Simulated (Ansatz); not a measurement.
## A computed series for hypothetical NiAs type KF: element substitutions

Take KF in the NiAs type structure (space group P6_3/mmc, No. 194; a = 3.739 Å, c = 6.598 Å; a hypothetical phase, not in the database extracts checked) as the base.

Each row replaces one element on all its sites; cell and atoms are relaxed.

Method: Ansatz (a program for electronic structure), PBE, PAW, cutoff 420 eV, spin-orbit coupling left out.

| change | band gap | electron mass | lattice parameter a |
|---|---|---|---|
| base | 5.90 eV | – | 3.739 Å |
| F → Cl | 4.98 eV | – | 4.409 Å |
| K → Na | 5.99 eV | 0.57 mₑ (at Γ) | 3.254 Å |
| F → I | 3.78 eV | 0.33 mₑ along c, 0.35 mₑ across (at Γ) | 4.970 Å |
| K → H | 2.46 eV | 0.22 mₑ (at Γ) | 2.467 Å |

Spin-orbit coupling, missing from the scalar runs, can matter with I. Masses are band curvatures over ±0.01 Å⁻¹ around the edge. Whether these cells are dynamically stable was not tested. As relaxed here, KCl, NaF, KI and HF are hypothetical phases, not in the database extracts checked.
